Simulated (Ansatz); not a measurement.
## Habitual settings against a tight run: NaMoO2 (R-3m, 4 atoms in the cell)

Self-consistent single point.

```xyz
4
Lattice="1.6234 0.9373 5.2407 -1.6234 0.9373 5.2407 0.0000 -1.8745 5.2407" Properties=species:S:1:pos:R:3 pbc="T T T"
Na     0.0000     0.0000     7.8611
Mo     0.0000     0.0000     0.0000
O      0.0000     0.0000     4.1679
O      0.0000     0.0000    11.5542
```
Moments meant for the start (each program seeds them in its own way; μB, in the order of the atoms Na Mo O O): 0.0 2.0 0.0 0.0.

Computed with PBEsol, default PAW files made with PBE (plane waves; Ansatz, an electronic-structure program).

Base settings: basis.ecutwfc = 420 eV; kpoints.mp_grid.grid = 6 6 6; hamiltonian.xc = pbesol; hamiltonian.pseudopotentials = {kind: paw} (the program's default PAW files); magnetization.spin_polarized = true; scf.occupations.method = fermi_dirac; scf.occupations.width = 0.02 eV.

Tight run (finer mesh or higher cutoff; not a proven limit): basis.ecutwfc: 420 eV → 590 eV; kpoints.mp_grid.grid: 6 6 6 → 9 9 9; scf.convergence.dr2_threshold: default (1e-07 eV) → 1e-09 eV. It gave pressure -4.29 GPa; largest force (vector length) 0.495 eV/Å; size of the cell's spin moment 2.99 μB.

Quick runs, as changes from the base:
- A: the base itself
- B: basis.ecutwfc: 420 eV → 210 eV; kpoints.mp_grid.grid: 6 6 6 → 4 4 4
- C: basis.ecutwfc: 420 eV → 250 eV

The count of work is k-points × plane waves × bands × iterations; it is no time. 

Pressures in the table are Ansatz's without its Pulay estimate, at a fixed set of plane waves; the tight run's value above holds the estimate.

The starting cell comes from a database of computed structures (which also holds hypothetical and non-ambient phases and stackings), without a prior relaxation at this level. Its lattice was rescaled by a random factor within 2.5 % of one. The program's own search went on from the first solution to a lower state. In the base run, with a pressure of about -4 GPa the cell is away from its equilibrium volume at this level.

| run | energy less tight (meV/atom) | pressure less tight (GPa) | largest miss in a force vector (eV/Å) | count of work / tight |
|---|---|---|---|---|
| A | 3.4 | -0.60 | 0.009 | 0.16 |
| B | 3512.9 | -187.45 | 0.566 | 0.021 |
| C | 1170.4 | -77.27 | 0.409 | 0.14 |

Among the runs at the tight run's level, the energy misses run from 3.4 to 3512.9 meV/atom.

Left out of this page: 3 runs of the series outside the window shown, repeating another row's setting, or not comparable.

Keys are those of Ansatz 0.2.
